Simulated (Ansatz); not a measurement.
Functionals compared on a constructed model of the (100) surface of fcc Rh, a pseudomorphic layer of Fe in the host's stacking (bottom of the slab: a bare face, its two planes held), in Ansatz (plane waves, PAW). The structure was relaxed with PBE; the other rows are single points on it. Cutoff 420 eV.

Set-up: 7 atoms, 11.7 Å thick at the start; mesh 14x14x1; 0.1 eV smearing; dipole correction on; 2 atoms held, the rest relaxed; start symmetry kept, larger cells not searched; spin-polarised, ending with about 3.1 μB a cell; orders that need a larger cell were not tried, no spin-orbit, no U. It is one candidate, not shown to be the stable structure of the face. These notes are the PBE run's. RPBE: The program's check for a lower electronic state was not made.

```tsv
functional	work function of the top face (eV)	magnetic moment of the cell (μB)	rough cost of the single point
PBE	4.23	3.13	–
RPBE	[?]	3.15	around 4 core-minutes (rough)
```

Problem. What belongs in the gaps?

Solution. 
- RPBE, work function of the top face (eV): 4.07

Ansatz is a program for electronic structure.
